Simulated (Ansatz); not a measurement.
System: CaO (model structure, started from the wurtzite type, P6₃/mmc, No. 194, 4 atoms in the cell). Method: dielectric-dependent PBEsol hybrid (PAW; Ansatz, a program for electronic structure).

Run with plane-wave cutoff 460 eV, 9×9×6 k mesh (along the axes of the cell as run), Fermi–Dirac smearing 0.01 eV, scalar-relativistic PAW data made under PBE.

The cell is the one relaxed with PBEsol. Conventional cell: a = 3.9562 Å, b = 3.9562 Å, c = 4.7433 Å, α = 90.00°, β = 90.00°, γ = 120.00°.

```yaml
crystal:
  lattice:
    - [3.95619, 0.00000, 0.00000]
    - [-1.97810, 3.42616, 0.00000]
    - [0.00000, 0.00000, 4.74327]
  atoms:
    - { symbol: Ca, position: [0.66667, 0.33333, 0.06260] }
    - { symbol: Ca, position: [0.33333, 0.66667, 0.56260] }
    - { symbol: O, position: [0.66667, 0.33333, 0.56260] }
    - { symbol: O, position: [0.33333, 0.66667, 0.06260] }
```

Task: List the 15 lowest band energies at Γ above −25 eV (eV, relative to the valence band maximum), grouping those that round alike.

Result: At Γ: -20.15, -19.85 (×2), -19.62 (×2), -19.47, -17.17, -16.97, -1.33 (×2), -1.26, -1.25 (×2), 0.00, 5.62.

Note: the run warned that its exchange threshold was loose for the stress; the relaxation could raise the start's symmetry but not lower it, so the cell can be a saddle point; cell and atoms aren't relaxed at this level (pressure -0.9 GPa).

A model structure was made by putting elements into a prototype or built by hand; it is no filed structure, need not be a known phase, and can be a saddle point held by its symmetry.
